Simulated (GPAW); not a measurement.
Pressure against volume in rock-salt SrO (space group 225) (GPAW, PBE)

```
CELL_PARAMETERS angstrom
      0.00000     2.53412     2.53412
      2.53412     0.00000     2.53412
      2.53412     2.53412     0.00000
ATOMIC_POSITIONS crystal
  Sr 0.00000 0.00000 0.00000
  O  0.50000 0.50000 0.50000
```

Level of theory: PBE, GPAW PAW datasets PBE (gpaw-data 1.0.1) (plane waves; GPAW). Settings: mode = pw; ecut = 1040 eV; xc = PBE; kpts = 11 11 11; mesh shift (steps) = 0 0 0; occupations.name = fermi-dirac; occupations.width = 0.01 eV; nbands = -8; convergence.density = 1e-05 e/electron; convergence.bands = -6; symmetry.symmorphic = false; symmetry.tolerance = 0.0005; maxiter = 150. The cell above is the first row's. The rows scale it uniformly. In all rows fractional positions and the k mesh are held.

| V (Å^3/atom) | P (GPa) |
|---|---|
| 16.274 | ? |
| 16.627 | 5.62 |
| 16.981 | 3.43 |
| 17.335 | 1.47 |
| 17.689 | -0.28 |
| 18.042 | -1.85 |
| 18.396 | -3.25 |
| 18.750 | -4.51 |
| 19.104 | -5.64 |

Fit P of the 8 rows that show it with a cubic. With u = V - 17.9, the rows have u = -1.2730, -0.9190, -0.5650, -0.2110, 0.1420, 0.4960, 0.8500, 1.2040. Least squares gives P = -1.240 - 4.3809·u + 0.6942·u² - 0.0760·u³. Residuals (row less fit): 0.001, -0.001, -0.001, 0.004, -0.002, 0.001, -0.001, 0.001; standard error 0.003 (degrees of freedom: 4). The fitted pressure is zero at V0 = 17.63, where dP/dV = -4.774, so B0 = -V0·dP/dV = 84.2 GPa.

Estimate the missing P (V = 16.274); what did the run itself give?

u = -1.6260, so P = -1.240 - 4.3809 × (-1.6260) + 0.6942 × (-1.6260)² - 0.0760 × (-1.6260)³ = 8.045 GPa. The calculation gives 8.06 GPa, 0.015 GPa above the prediction (0.1 % of the range of P in the table). The row lies outside the fitted rows, so this is an extrapolation. From the scatter of the fitted rows alone, a prediction at this place has a standard error of 0.007 GPa, so the miss is 2.2 times that.

Carrying the step between the two nearest rows on in a straight line would have given 7.80, off by 0.26; series whose last step already gives the withheld value aren't shown. The scan was laid around a cell of about the measured size, scaled by a guess for this functional. The runs keep the symmetry of the cell, so they don't test it for distortions. Cutoffs and mesh are single choices, not tested for convergence of this quantity. Series with a scatter that would blur these digits, or in which a gap closes, are not shown.
